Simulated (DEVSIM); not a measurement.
System: Al0.1Ga0.9As/GaAs n-p heterojunction, at 300 K.

Layer 1 from the left is Al0.1Ga0.9As, thickness (μm) 0.220, Nd (cm⁻³) 3e16, τn (s) 9.3e-9, τp (s) 9.3e-9. Layer 2 from the left is GaAs, thickness (μm) 0.120, Na (cm⁻³) 5e15, τn (s) 9.3e-9, τp (s) 9.3e-9.

Left contact: ohmic. Right contact: ohmic. Voltage is applied to the left contact. Recombination: SRH at mid-gap, radiative, Auger. Mobility is μmin + (μ − μmin)/(1 + (N/Nref)^α).

The device is made up for the run: typed textbook-type constants, with dimensions and the other settings drawn at random. Values at 300 K.

Al0.1Ga0.9As: gap (eV) 1.5487, affinity (eV) 3.991, permittivity 12.62, Nc (cm⁻³) 5.17e17, Nv (cm⁻³) 9e18, μn (cm²/Vs) 6520, μp (cm²/Vs) 317, μn,min 500, μp,min 20, Nref,n 6e16, Nref,p 1.5e17, αn 0.39, αp 0.38, B (cm³/s) 2e-10, Cn (cm⁶/s) 1e-30, Cp (cm⁶/s) 1e-30. GaAs: gap (eV) 1.424, affinity (eV) 4.07, permittivity 12.9, Nc (cm⁻³) 4.7e17, Nv (cm⁻³) 9e18, μn (cm²/Vs) 8500, μp (cm²/Vs) 400, μn,min 500, μp,min 20, Nref,n 6e16, Nref,p 1.5e17, αn 0.39, αp 0.38, B (cm³/s) 2e-10, Cn (cm⁶/s) 1e-30, Cp (cm⁶/s) 1e-30.

Simulated with DEVSIM: 1D drift-diffusion, Boltzmann statistics, complete ionisation; no tunnelling, impact ionisation, image-force lowering or self-heating. Band offsets follow the typed affinities; no thermionic-emission limit at abrupt steps, no polarisation charge.

What does the simulation give for the dark forward voltage at 100 A/cm², the largest field in the device at zero bias, the dark forward voltage at 1 A/cm²?

dark forward voltage at 100 A/cm² 0.944 V; largest field in the device at zero bias 65000 V/cm; dark forward voltage at 1 A/cm² 0.813 V.
